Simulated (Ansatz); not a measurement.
Given:

```
CELL_PARAMETERS angstrom
      3.07091     0.00000     0.00000
     -1.53545     2.65949     0.00000
      0.00000     0.00000     5.14550
ATOMIC_POSITIONS crystal
  Si 0.33333 0.66667 0.00057
  Si 0.66667 0.33333 0.50057
  C  0.33333 0.66667 0.37443
  C  0.66667 0.33333 0.87443
```

These are r2SCAN with spin-orbit coupling, rigid bands (plane waves, PAW; Ansatz, a quantum-chemistry and plane-wave program) values and carry that method's errors. Condition of this run: uniaxial stress along c of -10 GPa (compression positive) (the target of the relaxation). Geometry: cell and atoms relaxed with PBEsol, then loaded as said.

Q: What conductivity effective mass do dilute holes have at 300 K?

A: 1.02 (x), 1.02 (y), 1.52 (z) mₑ.

Q: What conductivity effective mass do dilute electrons have at 300 K?

A: 0.44 (x), 0.44 (y), 0.27 (z) mₑ.

Q: And the band gap?

A: 2.52 eV at this level; semilocal functionals usually fall short of the measured gap.

Rigid bands, one relaxation time for all states, no polarons. Geometry: cell and atoms relaxed with PBEsol.
